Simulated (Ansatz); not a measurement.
## Re in the hcp (Mg type) structure (space group P6_3/mmc, No. 194)

Re is modelled in the hexagonal space group P6₃/mmc (No. 194), the hcp (Mg type) structure, Pearson symbol hP2. Cell: a = 2.7508 Å, b = 2.7508 Å, c = 4.4414 Å, α = 90.00°, β = 90.00°, γ = 120.00°. Re on 2c sees 12 Re at 2.730–2.751 Å (anticuboctahedral). (Neighbours: up to the widest gap in distance over summed covalent radii, below 1.35, at either atom.)

Computed with DFT with PBEsol, PAW potentials and a 420 eV plane-wave cutoff in Ansatz (a quantum-chemistry and plane-wave program), spin-orbit coupling left out. k-mesh 19×19×11 (Γ-centred); smearing 0.05 eV (Fermi–Dirac).

The volume per atom is 14.55 Å³ and the density is 21.25 g/cm³. The band gap is zero and the total energy is -10737.248 eV/atom (σ→0; compares only within this code and set-up).

Whether these cells are dynamically stable was not tested. The final runs are not spin-polarised.
